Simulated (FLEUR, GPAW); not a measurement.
A GPAW input for a self-consistent single point of VN (P-6m2, 2 atoms in the cell) (DFT PBEsol, plane waves, GPAW PAW datasets PBEsol (made by gpaw-setup)):

```python
from ase import Atoms
from ase.units import GPa
from gpaw import GPAW

atoms = Atoms(['V', 'N'],
              cell=[[2.679222, 0.000000, 0.000000],
                    [-1.339611, 2.320274, 0.000000],
                    [0.000000, 0.000000, 2.588523]],
              scaled_positions=[[0.666667, 0.333333, 0.000000],
                                [0.333333, 0.666667, 0.500000]],
              pbc=True)

calc = GPAW(mode={'name': 'pw', 'ecut': 950},
            xc='PBEsol',
            kpts={'size': (18, 18, 16), 'gamma': True},
            occupations={'name': 'fermi-dirac', 'width': 0.05},
            nbands=-10,
            symmetry={'symmorphic': False, 'tolerance': 0.0005},
            maxiter=100,
            txt='-')

atoms.calc = calc

energy = atoms.get_potential_energy()
print('Energy (eV):', round(energy, 6))
forces = atoms.get_forces()
print('Forces (eV/Ang):')
print(forces.round(5))
stress = atoms.get_stress()
print('Stress (GPa, Voigt):', (stress / GPa).round(4))
```

**Question.** Write the same calculation as an input for FLEUR.

**Answer.** One input that does it (others would too):

Input of the input generator:

```
VN crystal
&input film=f /
2.6792218185 0.0000000421 0.0000000000
-1.3396109457 2.3202741361 0.0000000000
0.0000000000 0.0000000000 2.5885230000
1.8897261246
1.0 1.0 1.0

2
23 0.6666666667 0.3333333333 0.0000000000
7 0.3333333333 0.6666666667 0.5000000000

&comp jspins=1 /
&exco xctyp='PBEs' /
&kpt div1=18 div2=18 div3=16 gamma=t /
&end /
```

```xml
<?xml version="1.0" encoding="UTF-8" standalone="no"?>
<fleurInput fleurInputVersion="0.39">
   <comment>
      VN crystal                                                                                          
   </comment>
   <calculationSetup>
      <cutoffs Kmax="4.7" Gmax="18.8" GmaxXC="18.8" numbands="0"/>
      <scfLoop itmax="80" minDistance="0.00001" maxIterBroyd="40" imix="Anderson" alpha="0.05" precondParam="0.0" spinf="2.0"/>
      <coreElectrons ctail="T" frcor="F" kcrel="0" coretail_lmax="0"/>
      <xcFunctional name="PBEs" relativisticCorrections="F"/>
      <magnetism jspins="1"/>
      <soc l_soc="F" theta="0.0" phi="0.0" spav="F"/>
      <expertModes spex="0" secvar="F"/>
      <geometryOptimization l_f="T" forcealpha="1.0" forcemix="BFGS" epsdisp="0.00001" epsforce="0.00001"/>
      <ldaU l_linMix="F" mixParam="0.05" spinf="1.0"/>
   </calculationSetup>
   <cell>
      <bzIntegration valenceElectrons="18.0" mode="hist" fermiSmearingEnergy="0.00183747">
         <kPointListSelection listName="default-1"/>
         <!-- k-points included here -->
         <xi:include xmlns:xi="http://www.w3.org/2001/XInclude" href="kpts.xml"> </xi:include>
      </bzIntegration>
      <!-- symmetry operations included here -->
      <xi:include xmlns:xi="http://www.w3.org/2001/XInclude" href="sym.xml"> </xi:include>
      <bulkLattice scale="1.0">
         <bravaisMatrix>
            <row-1>    5.0629954640177690     0.0000000795574698     0.0000000000000000</row-1>
            <row-2>   -2.5314978008894018     4.3846826512218655     0.0000000000000000</row-2>
            <row-3>    0.0000000000000000     0.0000000000000000     4.8915995372279655</row-3>
         </bravaisMatrix>
      </bulkLattice>
   </cell>
   <atomSpecies>
      <species name="Vanadium (V)" element="V" atomicNumber="23">
         <mtSphere radius="2.27" gridPoints="801" logIncrement="0.015"/>
         <atomicCutoffs lmax="10" lnonsphr="8"/>
         <electronConfig flipSpins="F">
            <coreConfig>(1s1/2) (2s1/2) (2p1/2) (2p3/2)</coreConfig>
            <valenceConfig>(3s1/2) (3p1/2) (3p3/2) (4s1/2) (3d3/2) (3d5/2)</valenceConfig>
            <stateOccupation state="(3d3/2)" spinUp="0.6" spinDown="0.6"/>
            <stateOccupation state="(3d5/2)" spinUp="0.9" spinDown="0.9"/>
         </electronConfig>
         <energyParameters s="4" p="4" d="3" f="4"/>
         <lo type="SCLO" l="0" n="3" eDeriv="0"/>
         <lo type="SCLO" l="1" n="3" eDeriv="0"/>
      </species>
      <species name="Nitrogen (N)" element="N" atomicNumber="7">
         <mtSphere radius="1.28" gridPoints="453" logIncrement="0.023"/>
         <atomicCutoffs lmax="6" lnonsphr="4"/>
         <electronConfig flipSpins="F">
            <coreConfig>(1s1/2)</coreConfig>
            <valenceConfig>(2s1/2) (2p1/2) (2p3/2)</valenceConfig>
            <stateOccupation state="(2p1/2)" spinUp="0.5" spinDown="0.5"/>
            <stateOccupation state="(2p3/2)" spinUp="1.0" spinDown="1.0"/>
         </electronConfig>
         <energyParameters s="2" p="2" d="3" f="4"/>
      </species>
   </atomSpecies>
   <atomGroups>
      <atomGroup species="Vanadium (V)">
         <relPos label="                   1">-1.000/3.000 1.000/3.000 .0000000000</relPos>
         <force calculate="T" relaxXYZ="TTT"/>
      </atomGroup>
      <atomGroup species="Nitrogen (N)">
         <relPos label="                   2">1.000/3.000 -1.000/3.000 1.000/2.000</relPos>
         <force calculate="T" relaxXYZ="TTT"/>
      </atomGroup>
   </atomGroups>
   <output dos="F" band="F" slice="F">
      <checks vchk="F" cdinf="F"/>
      <bandDOS minEnergy="-.5*Htr" maxEnergy="0.5*Htr" sigma="0.015" storeEVData="T"/>
      <vacuumDOS vacdos="F" integ="F" star="F" nstars="0" locx1="0.0" locy1="0.0" locx2="0.0" locy2="0.0" nstm="0" tworkf="0.0"/>
      <unfoldingBand unfoldBand="F" supercellX="1" supercellY="1" supercellZ="1"/>
      <plotting iplot="0" polar="F">
         <plot TwoD="T" vec1="  1.0  0.0  0.0" vec2="  0.0  1.0  0.0" vec3="  0.0  0.0  1.0" zero="  0.0  0.0  0.0" file="plot"/>
      </plotting>
      <chargeDensitySlicing numkpt="0" minEigenval="0.0" maxEigenval="0.0" nnne="0" pallst="F"/>
      <specialOutput eonly="F"/>
      <magneticCircularDichroism mcd="F" energyLo="-10.0" energyUp="0.0"/>
   </output>
  <!-- We include the file relax.xml here to enable relaxations (see documentation) -->
  <xi:include xmlns:xi="http://www.w3.org/2001/XInclude" href="relax.xml"> <xi:fallback/> </xi:include>
</fleurInput>
```

Basis, cutoffs, solver keys and any potentials are the target program's own. This input uses DFT, PBEsol, all-electron FLAPW (FLEUR), scalar-relativistic valence.

The starting cell comes from a database of computed structures (which also holds hypothetical and non-ambient phases and stackings), without a prior relaxation at this level. For this run, on top of that: lattice scaled by 0.98.
